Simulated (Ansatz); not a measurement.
# WGe (model structure, started from the FeB type, Pnma, No. 62, 8 atoms in the cell)

All values below come from PBE-D3(BJ) (Ansatz, a first-principles code, plane waves, PAW).

Settings: plane-wave cutoff 500 eV, 6×10×8 k mesh (along the axes of the cell as run), Fermi–Dirac smearing 0.05 eV, no spin polarisation, scalar-relativistic PAW data made under PBE.

Cell (relaxed at this level):

```yaml
crystal:
  lattice:
    - [5.76976, 0.00000, 0.00000]
    - [0.00000, 4.36867, 0.00000]
    - [0.00000, 0.00000, 4.83149]
  atoms:
    - { symbol: W, position: [0.18007, 0.25000, 0.15911] }
    - { symbol: W, position: [0.31993, 0.75000, 0.65911] }
    - { symbol: W, position: [0.81993, 0.75000, 0.84089] }
    - { symbol: W, position: [0.68007, 0.25000, 0.34089] }
    - { symbol: Ge, position: [0.04891, 0.25000, 0.66754] }
    - { symbol: Ge, position: [0.45109, 0.75000, 0.16754] }
    - { symbol: Ge, position: [0.95109, 0.75000, 0.33246] }
    - { symbol: Ge, position: [0.54891, 0.25000, 0.83246] }
```

| Quantity | Value |
|---|---|
| band gap | zero (no gap) |

Note: the relaxation could raise the start's symmetry but not lower it, so the cell can be a saddle point.

Spin–orbit coupling is not included.

A model structure was made by putting elements into a prototype or built by hand; it is no filed structure, need not be a known phase, and can be a saddle point held by its symmetry.
